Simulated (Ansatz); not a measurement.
# CsI in the zinc blende structure (space group F-43m, No. 216; a hypothetical phase, not in the database extracts checked)

```cif
data_CsI
_chemical_formula_sum 'I1 Cs1'
_space_group_name_H-M_alt 'P 1'
_space_group_IT_number 1
_cell_length_a 6.04890
_cell_length_b 6.04890
_cell_length_c 6.04890
_cell_angle_alpha 60.000
_cell_angle_beta 60.000
_cell_angle_gamma 60.000
loop_
_space_group_symop_operation_xyz
  'x, y, z'
loop_
_atom_site_label
_atom_site_type_symbol
_atom_site_fract_x
_atom_site_fract_y
_atom_site_fract_z
_atom_site_occupancy
I1 I 0.75000 0.75000 0.75000 1
Cs1 Cs 0.00000 0.00000 0.00000 1
```

Method: PBEsol/PAW in Ansatz (a program for electronic structure), no spin-orbit coupling. k-mesh 7×7×7 (Γ-centred); smearing 0.05 eV (Fermi–Dirac).

```yaml
volume_per_atom: 78.25 Å³
density: 2.76 g/cm³
band_gap: 3.84 eV, indirect, W → Γ
electron_mass: 0.47 mₑ
Lowest conduction-band minima above the VBM: Γ 3.84 eV; X along ⟨100⟩ 5.11 eV
total_energy: -6510.472 eV/atom (σ→0; compares only within this code and set-up)
```

Spin-orbit coupling, missing from the scalar runs, can matter with I. Masses are band curvatures over ±0.01 Å⁻¹ around the edge. Stability against distortions was not tested.
